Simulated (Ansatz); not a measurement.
Fluorite NiSi2

Level of theory: r²SCAN+rVV10 (plane waves, PAW; Ansatz, a first-principles code).

Numerical settings: plane-wave cutoff 560 eV, 18×18×18 k mesh, Fermi–Dirac smearing 0.05 eV, no spin polarisation, scalar-relativistic PAW data made under PBE.

Cell: relaxed at this level.

```
Property                                           Result
------------------------------------------  -------------
equilibrium volume per atom                 12.95 Å³/atom
bulk modulus                                      165 GPa
lattice constant a                                5.376 Å
band gap                                             none
pressure derivative B′ of the bulk modulus            4.9
```

Measured, for comparison: equilibrium volume per atom 13.17 Å³/atom, lattice constant a 5.406 Å (temperature not stated, not corrected to a static lattice; as tabulated in Wikipedia's data pages). Computed (rounded) less measured: equilibrium volume per atom -1.7 %, lattice constant a -0.6 %. A static lattice is as a rule a little smaller and stiffer than an uncorrected measurement, which narrows the difference in the equilibrium volume per atom, lattice constant a and would widen misses of the other sign.

Static lattice: no zero-point or thermal effects.
